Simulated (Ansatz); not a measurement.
## The (21-30) surface of hcp Re in its 1x1 cell, outermost plane spacing 0.30 Å in the ideal cut

These are PBE (plane waves to 420 eV, PAW; Ansatz, a quantum-chemistry and plane-wave program) values and carry that method's errors.

Slab: 24 atoms, 10.3 Å thick at the start (thin: gaps and levels are the slab's own); k 9x5x1, smearing 0.1 eV, dipole-corrected; all atoms relaxed; start symmetry kept, larger cells not searched; no spin, no spin-orbit, no U.

| Item | Result |
|---|---|
| surface energy (mean of both faces) | 3.15 J/m² |
| surface energy before relaxation | 3.49 J/m² |
| work function of the top face | 4.53 eV |
| energy released by relaxation | 1.38 eV |
| cost | very roughly 28 core-minutes |
